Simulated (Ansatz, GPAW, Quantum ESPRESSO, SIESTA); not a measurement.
YCo2B2 (I4/mmm, 5 atoms in the cell) computed with different codes at matched settings

Self-consistent single point.

```
Y(CoB)2
1.0
   -1.74986     1.74986     4.65971
    1.74986    -1.74986     4.65971
    1.74986     1.74986    -4.65971
Y Co B
1 2 2
Direct
  0.00000   0.00000   0.00000
  0.75000   0.25000   0.50000
  0.25000   0.75000   0.50000
  0.65466   0.65466   0.00000
  0.34534   0.34534   0.00000
```

All programs got the same cell, k-point mesh and kind of occupations (in Ansatz's words: kpoints.mp_grid.grid = 11 11 11; scf.occupations.method = fermi_dirac; scf.occupations.width = 0.0073 Ry); potentials, basis and cutoffs are each program's usual ones.

| code | model | pressure (GPa) | largest force (eV/Å) | k-points | cutoff |
|---|---|---|---|---|---|
| Ansatz | LDA (PW92), PAW files made with PBE | -2.78 | 0.149 | 126 | 30.9 Ry |
| GPAW | LDA (Perdew-Wang 92), GPAW PAW datasets LDA (gpaw-data 1.0.1) | – | 0.247 | 126 | 950 eV |
| SIESTA | LDA PW92, numerical atomic orbitals TZP, PseudoDojo LDA standard norm-conserving potentials (rewritten from UPF to PSML) | -3.69 | 0.260 | 666 | grid 300 Ry |
| Quantum ESPRESSO | LDA (PZ), GBRV 1.5 ultrasoft (LDA) pseudopotentials | -2.82 | 0.156 | 126 | 50 Ry |

A dash marks a value that a program does not give, or that is left out as unsure.

The spread over the programs that give each value: pressure within 0.91 GPa; largest force within 0.111 eV/Å.

The starting cell comes from a database of computed structures (which also holds hypothetical and non-ambient phases and stackings), without a prior relaxation at this level. Its lattice was rescaled by a random factor within 2.5 % of one. On Ansatz's run: Spin polarisation is off.

### Question
Why do the programs differ, and what cannot be compared?

### Answer
Differences of this kind can come from the potentials, where these differ, and from what each basis and cutoff leave unconverged. The valence holds different numbers of electrons (Ansatz (a quantum-chemistry and plane-wave program) 51, GPAW 35, SIESTA 51, Quantum ESPRESSO 51). The zero of total energies and Fermi levels follows the potentials and each program's conventions, so they are not compared here. SIESTA uses small atom-centred bases, whose incompleteness enters pressures, forces and empty levels differently from a plane-wave cutoff. Ansatz's pressure is given at a fixed set of plane waves, as the other plane-wave codes print theirs; with its correction for the finite basis it is -2.67 GPa. Ansatz's smearing width was typed in Ry to four decimals, so it matches the others to a few per cent. The pressure of GPAW is left out: its cutoff lies under the one at which its stress was checked. The same LDA comes in different parametrisations, which differ slightly. The programs reduce the same mesh by symmetry to different extents, which changes the work and not the result. In the force vectors, GPAW (by 0.090) and SIESTA (by 0.104) lie more than 0.08 eV/Å from the median of the plane-wave programs.

Left out of this page: ABINIT (stopped by limits of time or memory); FLEUR (not drawn, or without a comparable value).

Keys are those of Ansatz 0.2.
